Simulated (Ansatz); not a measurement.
# Carrier properties of GaAs under load (space group I-4m2)

Here is the system:

```
CELL_PARAMETERS angstrom
      0.00000     2.84331     2.80043
      2.84331     0.00000     2.80043
      2.84331     2.84331     0.00000
ATOMIC_POSITIONS crystal
  Ga 0.00000 0.00000 0.00000
  As 0.25000 0.25000 0.25000
```

Level of theory: r2SCAN with spin-orbit coupling, rigid bands (plane waves, PAW; Ansatz, a quantum-chemistry and plane-wave program). Condition of this run: uniaxial stress zz = 1 GPa (compression positive) (the target of the relaxation). How the cell was made: cell and atoms relaxed with r2SCAN, then loaded as said.

- band gap = 0.86 eV
- electron conductivity mass (300 K, dilute) = 0.060 (x), 0.060 (y), 0.058 (z) mₑ
- hole conductivity mass (300 K, dilute) = 0.40 (x), 0.40 (y), 0.29 (z) mₑ
- effective density of states N_c (300 K) = 3.4e17 cm⁻³
- effective density of states N_v (300 K) = 4.9e18 cm⁻³
- density-of-states mass, electrons = 0.057 mₑ
- density-of-states mass, holes = 0.34 mₑ
- Seebeck coefficient, n-type 1e19 cm⁻³, 300 K = -47 μV/K
- Seebeck coefficient, p-type 1e19 cm⁻³, 300 K = 224 μV/K

Rigid bands; masses and Seebeck coefficients take one relaxation time τ for all states and one kind of carrier; polarons and phonon drag are left out.
